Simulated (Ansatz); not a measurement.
**Ansatz (an electronic-structure program) run on LuC2 (I4/mmm, 3 atoms in the cell): self-consistent single point**

Computed with PBEsol, default PAW files made with PBE (plane waves; Ansatz).

This input was run:

Ansatz 0.2 input:
```yaml
crystal:
  lattice:
    - [-1.78295500, 1.78295500, 3.02895000]
    - [1.78295500, -1.78295500, 3.02895000]
    - [1.78295500, 1.78295500, -3.02895000]
  atoms:
    - { symbol: Lu, position_ang: [0.00000000, 0.00000000, 0.00000000] }
    - { symbol: C, position_ang: [-0.00000000, 0.00000000, 3.68283973] }
    - { symbol: C, position_ang: [0.00000000, -0.00000000, 2.37506027] }
kpoints:
  mp_grid: { grid: [9, 9, 9] }
hamiltonian:
  xc: pbesol
  pseudopotentials: { kind: paw }
scf:
  occupations: { method: gaussian, width: 0.02 Ry }
output:
  forces: true
  eigenvalues: true
  stress: true
```

The program printed (abridged):

```
WARN basis.ecutwfc = 420 eV, the default
WARN ansatz: RAYON_NUM_THREADS=1 ignored (pool sized by the plan → 1); use --threads N
Pseudopotentials: kind: paw
Pseudopotential: Lu, paw, valence charge 25
Pseudopotential: C, paw, valence charge 4
Crystal: 3 atoms, lattice volume = 38.515 Å³
Basis set: ecut = 420 eV, 763 PW (Γ), exchange–correlation on 54×54×54 points (8 copies of the dense FFT grid, shifted against one another)
Bands: 21, of which v1, the nominal top of the filled ones, is band 17 counted from 1 (16 counted from 0)
Symmetry: 16 space group operations
Space group: I4/mmm (ITA 139), of the structure as read, at distance tolerance 3.4e-5 Å
k-points: 75 of 729
PAW frozen core: Lu, regenerated for the run's functional, and the local potential with it
PAW frozen core: C, regenerated for the run's functional, and the local potential with it
Initial density: superposition of atomic densities (neutral atoms: chi_scale 0, normalization atom), corrected by the library's trained network
Initial wavefunctions: pseudopotential atomic-orbital guess
Eigensolver: davidson
Functional: x = pbesol(κ = 0.804, μ = 0.12345679012345678), c = pbesol(β = 0.046)
SCF iter   1: F=—  HF=-15105.379147 eV  |F-HF|=—  |Δ(HF+E_count)|=         —  Δρ=7.77e-3  dr2=3.02e-2  ethr=1.77e-3  ⟨swp⟩=5.3  Hψ=8526  notcnv=0
all-band conjugate gradients solve this SCF's bands
preconditioner: auto → Kerker (q_TF=auto, 2.659 Å⁻¹)
SCF iter   2: F=—  HF=-15105.369458 eV  |F-HF|=—  |Δ(HF+E_count)|=   9.69e-3  Δρ=3.72e-3  dr2=7.41e-3  ethr=9.16e-5  ⟨swp⟩=2.0  Hψ=3488  notcnv=0
SCF iter   3: F=—  HF=-15105.368132 eV  |F-HF|=—  |Δ(HF+E_count)|=   1.33e-3  Δρ=1.23e-3  dr2=3.77e-4  ethr=2.24e-5  ⟨swp⟩=2.1  Hψ=2513  notcnv=0
SCF iter   4: F=—  HF=-15105.367873 eV  |F-HF|=—  |Δ(HF+E_count)|=   2.59e-4  Δρ=6.70e-4  dr2=1.49e-4  ethr=1.14e-6  ⟨swp⟩=3.2  Hψ=3573  notcnv=0
SCF iter   5: F=—  HF=-15105.367813 eV  |F-HF|=—  |Δ(HF+E_count)|=   5.92e-5  Δρ=3.66e-4  dr2=5.23e-5  ethr=4.53e-7  ⟨swp⟩=2.4  Hψ=3311  notcnv=0
SCF iter   6: F=—  HF=-15105.367805 eV  |F-HF|=—  |Δ(HF+E_count)|=   8.08e-6  Δρ=7.69e-5  dr2=3.37e-6  ethr=1.58e-7  ⟨swp⟩=2.6  Hψ=2903  notcnv=0
SCF iter   7: F=—  HF=-15105.367804 eV  |F-HF|=—  |Δ(HF+E_count)|=   8.34e-7  Δρ=2.34e-5  dr2=2.89e-7  ethr=1.02e-8  ⟨swp⟩=2.1  Hψ=2762  notcnv=0
SCF iter   8: F=-15105.367804 eV  HF=-15105.367804 eV  |F-HF|=1.23e-9  |Δ(HF+E_count)|=   7.30e-8  Δρ=5.99e-6  dr2=1.15e-8  ethr=3.03e-10  ⟨swp⟩=9.6  Hψ=10596  notcnv=0
SCF 1 converged in 8 iterations: F = -15105.367804 eV  dr2 = 1.15e-8
SCF converged after 8 iterations
Free energy (F): -15105.367804 eV
Harris-Foulkes:  -15105.367804 eV  (|F-HF|=1.23e-9)
Internal energy: -15105.340552 eV  (E = F + TS)
E sigma→0 (E₀):  -15105.354178 eV
Entropy (-TS):   -0.027252 eV (-9.084 meV/atom)
Fermi energy:    14.198311 eV
--- Per-component energies (eV) ---
  E_band       = 51.605844
  E_kinetic    = 595.236215
  E_local      = -6854.154060  (includes V_loc(G=0)·N_el)
  E_nonlocal   = 635.189346
  E_hartree    = 2856.639098
  E_xc         = -312.303458
  E_vxc        = -376.676803  (∫ρ·V_xc dr)
  E_paw        = -7444.107901  (= ΣΔE_a)
  E_vpaw       = 338.734061  (= ΣTr[D̂ρ^β])
  E_aug_tail   = 0.000041  (compensation charges beyond the density's cutoff)
  E_ewald      = -4583.074202
  E_core_change = 1.234369  (= ΣΔE_core)
  E_smearing   = -0.027252  (= −TS)
  E_closure    = 0.000000  (closes the sum)
  Σ components = -15105.367804   (vs F -15105.367804, Δ=0.00e0)
--- Forces (eV/Å), atoms counted from 1 ---
  atom   1  Lu     0.00000000     0.00000000     0.00000000
  atom   2  C     -0.00000000     0.00000000     0.03118278
  atom   3  C      0.00000000     0.00000000    -0.03118278
  max |Σ_I F_I| component: 2.08e-16 eV/Å
--- Stress (GPa, compression-positive) ---
       -4.546534       0.000000       0.000000
        0.000000      -4.546534       0.000000
        0.000000       0.000000      -6.079657
  P = ⅓ Tr σ = -5.0576 GPa (-50.576 kbar)
  The stress holds the Pulay correction. Without it, at fixed plane waves, as pw.x and ABINIT print it: P = -5.3514 GPa
--- Band table (eV; the first three rows and the last of 75) ---
  k-point 0: bands = ["-41.9680", "-12.6777", "-12.6777", "-12.4627", "-1.8566", "7.8319", "8.5179", "8.9433", "8.9433", "9.2047", "9.2656", "9.2935", "9.2935", "10.3115", "11.2214", "11.2214", "13.4943", "13.4943", "14.6850", "16.7151", "17.6386"]
  k-point 1: bands = ["-41.9659", "-12.7195", "-12.6994", "-12.4697", "-1.6725", "7.7595", "8.4445", "8.9631", "8.9896", "9.2077", "9.2557", "9.2820", "9.2976", "10.0638", "10.4646", "10.9473", "13.0800", "14.3235", "15.4485", "17.2125", "18.8499"]
  k-point 2: bands = ["-41.9607", "-12.8115", "-12.7543", "-12.4874", "-1.3113", "7.5363", "8.2630", "9.0152", "9.1328", "9.2188", "9.2420", "9.2473", "9.3252", "9.7356", "9.7895", "10.5668", "12.2286", "16.1831", "17.1692", "17.8053", "19.8376"]
  k-point 74: bands = ["-41.9604", "-12.7580", "-12.7212", "-12.6737", "-1.2312", "6.4471", "8.7923", "8.8737", "9.2386", "9.2454", "9.2742", "9.2760", "9.2774", "9.9741", "10.2581", "11.3275", "13.7489", "17.6871", "18.2477", "18.4116", "18.7199"]
```

The run converged in 8 iterations.

The starting cell comes from a database of computed structures (which also holds hypothetical and non-ambient phases and stackings), without a prior relaxation at this level. Spin-orbit coupling is off. With a pressure of about -5 GPa the cell is away from its equilibrium volume at this level. Ansatz's pressure includes its estimate of the finite-basis (Pulay) stress.
